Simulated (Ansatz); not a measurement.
Consider Si in the diamond structure (space group Fd-3m, No. 227).

Si is modelled in the cubic space group Fd-3m, origin choice 1 (No. 227), the diamond structure, Pearson symbol cF8. Cell: a = b = c = 5.4443 Å, α = β = γ = 90.00°. Si on 8a is coordinated by 4 Si at 2.357 Å (tetrahedral). (Neighbours: up to the widest gap in distance over summed covalent radii, below 1.35, at either atom.)
(The calculation used a cell of 2 atoms; values per cell refer to that cell.)

All numbers come from r2SCAN, PAW, 500 eV (Ansatz, a first-principles code; no SOC).

Before the change:

The band gap is 0.78 eV. The gap character is indirect, Γ → Γ–X (87 % along) and the volume per atom comes out as 20.17 Å³.

The change: Ge takes the place of Si on all its sites; the structure is relaxed again.

Tabulated Pauling electronegativity and covalent radius: Si 1.90, 1.11 Å; Ge 2.01, 1.20 Å.

Question: What does the calculation give for the band gap after the change?

Answer: The band gap decreases by 0.42 eV, from 0.78 eV to 0.36 eV.

Question: Predict the new gap character.

Answer: The gap character goes from indirect, Γ → Γ–X (87 % along) to direct at Γ.

Question: Estimate the effect on the volume per atom.

Answer: The volume per atom grows by 2.67 Å³ (20.17 Å³ → 22.84 Å³).

Whether these cells are dynamically stable was not tested. The real Ge has an indirect gap at ambient pressure; r2SCAN orders its close-lying valleys differently.
